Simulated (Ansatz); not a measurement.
Base system: CdS in the wurtzite structure (space group P6_3mc, No. 186; a = 4.074 Å, c = 6.637 Å). Axes: x lies along a and z along c of the hexagonal cell.

All numbers come from Ansatz (an electronic-structure program), LDA, PAW, cutoff 420 eV, scalar-relativistic without spin-orbit coupling.

Before the change:

The valence-band top at Γ is 0.00, 0.00, -0.06 eV and the band gap is 1.03 eV.

One thing is altered: uniaxial strain ε_zz = −1.80 %, all other strain components held at zero; the atoms relax in the strained cell.

Task: What does the calculation give for the valence-band top at Γ after the change?

Result: The valence-band top at Γ (three highest levels, from the VBM) becomes 0.00, 0.00, -0.01 eV (base: 0.00, 0.00, -0.06 eV).

Task: What does the calculation give for the band gap after the change?

Result: The band gap rises by 0.07 eV (1.03 eV → 1.10 eV).

Task: What does the calculation give for the largest internal atomic displacement after the change?

Result: The largest internal atomic displacement is 0.014 Å.

Whether these cells are dynamically stable was not tested.
